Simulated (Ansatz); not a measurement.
This Ansatz (a first-principles code) input is the reference run, Mo in the bcc (W type) structure (space group Im-3m, No. 229), computed with PBEsol (Ansatz, PAW, scalar-relativistic without spin-orbit coupling):

Ansatz 0.2 input:
```yaml
crystal:
  lattice:
    - [-1.5647829223, 1.5647829223, 1.5647829223]
    - [1.5647829223, -1.5647829223, 1.5647829223]
    - [1.5647829223, 1.5647829223, -1.5647829223]
  atoms:
    - { symbol: Mo, position: [0, 0, 0] }
basis: { ecutwfc: 420, ecutrho_ratio: 4, xc_grid: 2, fft_grid_basis: typed }
kpoints: { mp_grid: { grid: [21, 21, 21] } }
hamiltonian:
  xc: pbesol
  dispersion: none
  pseudopotentials: { kind: paw }
scf: { occupations: { method: fermi_dirac, width: 0.05 }, convergence: { dr2_threshold: 0.0000000001 } }
output: { forces: true, stress: true }
```

Problem. Write the input for this change: uniaxial stress, 5 GPa tension along x; all other stress components relax to zero.

Solution. 
Ansatz 0.2 input:
```yaml
crystal:
  lattice:
    - [-1.5647829223, 1.5647829223, 1.5647829223]
    - [1.5647829223, -1.5647829223, 1.5647829223]
    - [1.5647829223, 1.5647829223, -1.5647829223]
  atoms:
    - { symbol: Mo, position: [0, 0, 0] }
basis: { ecutwfc: 420, ecutrho_ratio: 4, xc_grid: 2, fft_grid_basis: typed }
kpoints: { mp_grid: { grid: [21, 21, 21] } }
hamiltonian:
  xc: pbesol
  dispersion: none
  pseudopotentials: { kind: paw }
scf: { occupations: { method: fermi_dirac, width: 0.05 } }
relax: { f_tol: 0.005, max_steps: 50, cell: { stress_tol: 0.01, sigma_target: [-5, 0, 0, 0, 0, 0] } }
output: { forces: true, stress: true }
checkpoint: { write: state.ck, write_every: 1000 }
```
This is the input that was run.

Load acts through the strain it causes; cell and atoms are relaxed under it. sigma_target is in GPa, compression positive, in the order xx, yy, zz, yz, xz, xy. Stability under load was not tested beyond the relaxation. The final runs are not spin-polarised.
